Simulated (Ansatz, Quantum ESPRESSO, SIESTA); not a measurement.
## MgCd2 (P1, 6 atoms in the cell) computed with different codes at matched settings

Self-consistent single point, at a second geometry (atoms moved at random). First geometry:

```yaml
crystal:
  lattice:
    - [1.64097, -8.04943, 0.00000]
    - [1.64097, 8.04943, 0.00000]
    - [0.00000, 0.00000, 5.14202]
  atoms:
    - { symbol: Mg, position: [0.11010, 0.88990, 0.25000] }
    - { symbol: Mg, position: [0.88990, 0.11010, 0.75000] }
    - { symbol: Cd, position: [0.44529, 0.55471, 0.25000] }
    - { symbol: Cd, position: [0.55471, 0.44529, 0.75000] }
    - { symbol: Cd, position: [0.77796, 0.22204, 0.25000] }
    - { symbol: Cd, position: [0.22204, 0.77796, 0.75000] }
```

Second geometry:
```
CELL_PARAMETERS angstrom
      1.64097    -8.04943     0.00000
      1.64097     8.04943     0.00000
      0.00000     0.00000     5.14202
ATOMIC_POSITIONS crystal
  Mg 0.11224 0.89578 0.26128
  Mg 0.89282 0.11126 0.73975
  Cd 0.45229 0.56417 0.25152
  Cd 0.54887 0.43504 0.75944
  Cd 0.79409 0.23488 0.24356
  Cd 0.19969 0.75887 0.74445
```

Shared settings, as Ansatz (a program for electronic structure) writes them: kpoints.mp_grid.grid = 5 5 3; scf.occupations.method = fermi_dirac; scf.occupations.width = 0.0073 Ry. Potentials and cutoffs stand in the table.

```
code                                                                                                                                      model  ΔF from the first geometry (meV/atom)  pressure (GPa)  largest force (eV/Å)       cutoff
----------------  -----------------------------------------------------------------------------------------------------------------------------  -------------------------------------  --------------  --------------------  -----------
Ansatz                                                                                                          PBEsol, PAW files made with PBE                                    1.9           -3.81                 0.105      30.9 Ry
SIESTA            GGA PBEsol, numerical atomic orbitals DZP, PseudoDojo PBEsol standard norm-conserving potentials (rewritten from UPF to PSML)                                    2.3           -8.48                 0.184  grid 350 Ry
Quantum ESPRESSO                                                                           PBEsol, GBRV 1.5 ultrasoft (PBESOL) pseudopotentials                                    1.9           -4.03                 0.107        40 Ry
```

Size of the force on each atom (eV/Å): Sizes of forces hide their directions.

```csv
code,Mg1,Mg2,Cd3,Cd4,Cd5,Cd6
Ansatz,0.095,0.090,0.074,0.078,0.074,0.105
SIESTA,0.184,0.167,0.140,0.049,0.119,0.174
Quantum ESPRESSO,0.095,0.090,0.075,0.081,0.075,0.107
```

The spread over the programs that give each value: ΔF from the first geometry within 0.4 meV/atom; pressure within 4.67 GPa; largest force within 0.079 eV/Å.

SIESTA uses small atom-centred bases, whose incompleteness enters pressures, forces and empty levels differently from a plane-wave cutoff. Ansatz's pressure is given at a fixed set of plane waves, as the other plane-wave codes print theirs. In the pressure, SIESTA (by 4.56) lies more than 1 GPa from the median of the plane-wave programs. In the force vectors, SIESTA (by 0.103) lies more than 0.08 eV/Å from the median of the plane-wave programs.

The shared mesh is coarse (it stands for a supercell whose shortest vector is 15 Å), so the values are not converged in it.

The starting cell comes from a database of computed structures (which also holds hypothetical and non-ambient phases and stackings), without a prior relaxation at this level. Its lattice was rescaled by a random factor within 2.5 % of one. For this run, on top of that: atoms moved at random.

Left out of this page: CP2K (unsound by tests on forces, stress, charge or solver warnings).

Keys are those of Ansatz 0.2.
